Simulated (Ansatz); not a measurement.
The reference is TeS2 in the CdI2 type structure (space group P-3m1, No. 164; a = 3.792 Å, c = 5.700 Å; a hypothetical phase, not in the database extracts checked; layered, stacked along the Cartesian z axis). Axes: x lies along a and z along c of the hexagonal cell.

Method: PBE-D3(BJ) (Ansatz, a quantum-chemistry and plane-wave program), no spin-orbit coupling.

Now apply this change: the cell is scaled by 0.9939 in all directions, atoms relaxed at fixed cell.

Problem. Predict the stress tensor and what it implies for the stiffness.

Solution. Stress of the strained cell less that of the base (GPa, compression positive):
```
   0.88    0.00    0.00
   0.00    0.88    0.00
   0.00    0.00    0.40
```

Then B = −ΔP/(ΔV/V₀) with ΔV/V₀ = -0.0182 gives secant stiffness values (nonlinear terms included at this strain): B (at held cell shape, above the free-shape value) ≈ 40 GPa.

Stability against distortions was not tested.
